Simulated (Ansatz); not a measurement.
The parent structure is FePt (space group P4/mmm, No. 123; a = 2.7313 Å, c = 3.7630 Å; ferromagnetic; relaxed with 0.1 eV smearing).

(Cell as relaxed with PBE.)

Levels (all Ansatz, an electronic-structure program, PAW): PBE (420 eV, no spin-orbit coupling); r2SCAN (500 eV, without spin-orbit coupling).

Each level relaxes its own structure.

```csv
base,PBE,r2SCAN
volume per atom,14.04 Å³,13.92 Å³
lattice parameter a,2.731 Å,2.735 Å
band gap,zero,zero
largest site moment,2.99 μB,3.29 μB
```

The change: every lattice vector is stretched by 1.18 %; the atoms relax in the strained cell.

| quantity | PBE | r2SCAN |
|---|---|---|
| largest site moment | 3.05 μB | (withheld) |
| energy relative to the base (free energy F) | +10 meV/atom | (withheld) |
| pressure (mean of the normal stresses, compression positive) | -6.4 GPa | (withheld) |

### Question
What does r2SCAN give?

### Answer

- largest site moment, r2SCAN: 3.34 μB
- energy relative to the base (free energy F), r2SCAN: +11 meV/atom
- pressure (mean of the normal stresses, compression positive), r2SCAN: -7.0 GPa

PBE's largest site moment lies 0.29 μB below r2SCAN's; PBE's energy relative to the base lies 0.8 meV/atom below r2SCAN's; PBE's pressure lies 0.55 GPa above r2SCAN's. Neither level is exact; r2SCAN is the comparison here, not a measurement.

The magnetic state is the one reached from the starting moments; the real material's order can differ, and small cells can't hold many antiferromagnetic ones. No phonon test of stability was made.
